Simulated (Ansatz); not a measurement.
The parent structure is La₂O₃ (space group P-3m1, No. 164; a = 3.9065 Å, c = 6.0394 Å). Axes: x lies along a and z along c of the hexagonal cell.

Calculations: PBEsol/PAW in Ansatz (a program for electronic structure), no SOC, earlier PAW set.

For the base:

| Quantity | Value |
|---|---|
| Band gap | 3.77 eV |

Modification: tensile biaxial strain of 0.13 % in the plane normal to [001], as in epitaxy on a mismatched substrate; the out-of-plane cell vector and the atoms relax.

Question: Estimate the effect on the band gap and out-of-plane strain.

Answer: The band gap falls by 0.01 eV, from 3.77 eV to 3.76 eV; the out-of-plane strain is -0.15 %.

No phonon test of stability was made.
